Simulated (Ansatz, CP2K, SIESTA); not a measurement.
One structure in several programs: MoS2 (P6_3/mmc, 6 atoms in the cell)

Band-structure calculation.

```
MoS2
1.0
    3.15039     0.00000     0.00000
   -1.57519     2.72832     0.00000
    0.00000     0.00000    13.03343
Mo S
2 4
Direct
  0.00000   0.00000   0.25000
  0.00000   0.00000   0.75000
  0.33333   0.66667   0.36774
  0.66667   0.33333   0.63226
  0.66667   0.33333   0.86774
  0.33333   0.66667   0.13226
```

Shared settings, as Ansatz (a program for electronic structure) writes them: kpoints.mp_grid.grid = 8 8 2; scf.occupations.method = fixed. Potentials and cutoffs stand in the table.

```tsv
code	model	gap along the path (eV)	smallest direct gap (eV)	cutoff
CP2K	PBE, GPW, DZVP-MOLOPT-SR-GTH basis, GTH-PBE potentials (GTH_POTENTIALS)	1.14	1.75	grid 500 Ry
Ansatz	PBE, default PAW files	1.14	1.73	default
SIESTA	GGA PBE, numerical atomic orbitals TZP, PseudoDojo PBE standard norm-conserving potentials (rewritten from UPF to PSML)	1.16	1.73	grid 400 Ry
```

The spread over the programs that give each value: gap along the path within 0.02 eV; smallest direct gap within 0.02 eV.

CP2K and SIESTA use small atom-centred bases, whose incompleteness enters pressures, forces and empty levels differently from a plane-wave cutoff.

The starting cell comes from a database of computed structures (which also holds hypothetical and non-ambient phases and stackings), without a prior relaxation at this level. Its lattice was rescaled by a random factor within 2.5 % of one.

Left out of this page: Quantum ESPRESSO and FLEUR (not drawn, or without a comparable value).

Keys are those of Ansatz 0.2.
